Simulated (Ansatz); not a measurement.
The parent structure is a 16-atom supercell of AgCl in the rock salt structure (space group Fm-3m, No. 225) at its relaxed geometry.

```yaml
crystal:
  lattice:
    - [0.00000, 5.61150, 5.61150]
    - [5.61150, 0.00000, 5.61150]
    - [5.61150, 5.61150, 0.00000]
  atoms:
    - { symbol: Cl, position: [0.00000, 0.00000, 0.00000] }
    - { symbol: Cl, position: [0.00000, 0.00000, 0.50000] }
    - { symbol: Cl, position: [0.00000, 0.50000, 0.00000] }
    - { symbol: Cl, position: [0.00000, 0.50000, 0.50000] }
    - { symbol: Cl, position: [0.50000, 0.00000, 0.00000] }
    - { symbol: Cl, position: [0.50000, 0.00000, 0.50000] }
    - { symbol: Cl, position: [0.50000, 0.50000, 0.00000] }
    - { symbol: Cl, position: [0.50000, 0.50000, 0.50000] }
    - { symbol: Ag, position: [0.25000, 0.25000, 0.25000] }
    - { symbol: Ag, position: [0.25000, 0.25000, 0.75000] }
    - { symbol: Ag, position: [0.25000, 0.75000, 0.25000] }
    - { symbol: Ag, position: [0.25000, 0.75000, 0.75000] }
    - { symbol: Ag, position: [0.75000, 0.25000, 0.25000] }
    - { symbol: Ag, position: [0.75000, 0.25000, 0.75000] }
    - { symbol: Ag, position: [0.75000, 0.75000, 0.25000] }
    - { symbol: Ag, position: [0.75000, 0.75000, 0.75000] }
```

Level of theory: Ansatz (an electronic-structure program), PBE, PAW, cutoff 420 eV, scalar-relativistic without spin-orbit coupling.

One neutral defect a cell, atoms relaxed at fixed cell.

One change was made to it. Results:

```csv
quantity,base,after
pressure,0.0 GPa,-0.4 GPa
largest displacement of a host atom from its site in the perfect cell,–,1.37 Å
```

What was done to the base?
A) Ag interstitial (started 1.98 Å from the nearest host atom)
B) Ag on a Cl site (antisite)
C) Cl vacancy
D) Br on a Cl site

C, Cl vacancy. For comparison, the pressure in the other runs: Ag on a Cl site (antisite) gives 0.8 GPa; Ag interstitial (started 1.98 Å from the nearest host atom) gives 3.6 GPa; Br on a Cl site gives 0.7 GPa.

The magnetic state is the one reached from the starting moments; the real material's order can differ, and small cells can't hold many antiferromagnetic ones. In so small a cell the defect repeats every few ångströms: this is an ordered compound, not a dilute defect. A case with no gap was solved on a k-mesh chosen for an insulator, which is coarse for it. Starting moments died away, wholly or in part, for Cl vacancy, Ag on a Cl site (antisite), Ag interstitial (started 1.98 Å from the nearest host atom) and Br on a Cl site; another magnetic solution may exist. No Hubbard U is applied, and correlation can decide whether such a compound is a metal.
